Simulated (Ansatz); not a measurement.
**HgS under a change: pressure 3 GPa**

The parent structure is HgS (space group P3_221, No. 154; a = 4.139 Å, c = 9.408 Å; made of chains).

The change: a hydrostatic pressure of 3 GPa.

All numbers come from PBEsol in Ansatz (plane waves to 420 eV, PAW, spin-orbit coupling left out). Settings: 9×9×4 k-points, 0.05 eV Fermi–Dirac smearing.

| quantity | base | changed | shift |
|---|---|---|---|
| volume per atom | 23.26 Å³ | 21.30 Å³ | -1.96 Å³ |
| lattice parameter a | 413.9 pm | 399.1 pm | -14.74 pm |
| c/a ratio | 2.273 | 2.321 | +0.048 |
| shortest interatomic distance | 238.7 pm | 240.6 pm | +1.96 pm |
| enthalpy H = E + PV relative to the base's energy | – | +0.41 eV/atom | – |
| band gap | 1.23 eV | 0.90 eV | -0.33 eV |
| gap character | indirect, k = (0, 0.111, 1/4) in the run's primitive reciprocal basis → Γ | indirect, A–L (9 % along) → Γ | – |
| smallest direct gap | 1.26 eV | 0.97 eV | -0.29 eV |
| electron mass | 0.40 mₑ along c, 1.4 mₑ across (at Γ) | 0.39 mₑ along c, 1.2 mₑ across (at Γ) | – |

Final structure:

```yaml
crystal:
  lattice:
    - [3.99122, 0.00000, 0.00000]
    - [-1.99561, 3.45650, 0.00000]
    - [0.00000, 0.00000, 9.26484]
  atoms:
    - { symbol: Hg, position: [0.67865, 0.00000, 0.66667] }
    - { symbol: Hg, position: [0.00000, 0.67865, 0.33333] }
    - { symbol: Hg, position: [0.32135, 0.32135, 0.00000] }
    - { symbol: S, position: [0.52988, 0.00000, 0.16667] }
    - { symbol: S, position: [0.00000, 0.52988, 0.83333] }
    - { symbol: S, position: [0.47012, 0.47012, 0.50000] }
```

Spin-orbit coupling, missing from the scalar runs, can matter with Hg. Load acts through the strain it causes; cell and atoms are relaxed under it. Effective masses come from finite differences of ±0.01 Å⁻¹. No phonon test of stability was made. No dispersion term is included in the PBEsol runs.

Ansatz is a quantum-chemistry and plane-wave program.
